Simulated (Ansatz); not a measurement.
Take TiAl$_{3}$ (space group I4/mmm, No. 139; a = 3.8459 Å, c = 8.6199 Å) as the base.

Method: plane-wave PAW DFT at the PBE level (Ansatz, an electronic-structure program, 420 eV), no spin-orbit coupling.

Base values:

| Item | Value |
|---|---|
| c/a ratio | 2.241 |
| Lattice parameter a | 3.846 Å |

Modification: a hydrostatic pressure of 7 GPa.

Problem. What happens to the c/a ratio and lattice parameter a?

Solution. The c/a ratio shrinks by 0.0036, from 2.241 to 2.238; the lattice parameter a drops by 0.073 Å (3.846 Å → 3.773 Å).

Load acts through the strain it causes; cell and atoms are relaxed under it. No phonon test of stability was made. No other phases were tried under pressure. All final runs are without spin polarisation.
